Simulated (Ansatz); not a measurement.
Defect migration in bixbyite In2O3: In vacancy, charge state -3. All values below come from PBE, PAW (plane waves to 420 eV; Ansatz, a first-principles code).

Settings: 80 host sites, the relaxed PBE lattice, one k-point at (0.250, 0.250, 0.250), smearing 0.01 eV, spin-restricted, no image-charge correction. Energies are static. The charge state is imposed; whether it is stable for some Fermi level was not computed. Forms of the defect that were not tried may lie lower. The start lies 0.086 eV above the lowest site run (PBE).

Barriers: single points on a 2×2×2 k-point mesh shifted by half a step at the bands' geometries.

The step: a nearby In atom hops onto the vacant site; the atom moves 3.85 Å along (0.25, 0.28, -0.03) of the unit cell; the moving atom starts with neighbours O at 2.07, O at 2.17, O at 2.25, 3 O at 2.27 Å and ends with O at 2.12, 2 O at 2.17, O at 2.26, 2 O at 2.29 Å.

Problem. Give the migration barrier of this step at the level PBE, PAW.

Solution. 1.91 eV, the same both ways. At the saddle the moving atom has neighbours O at 1.98, O at 2.13, O at 2.14 Å. The saddle point's order was not checked.
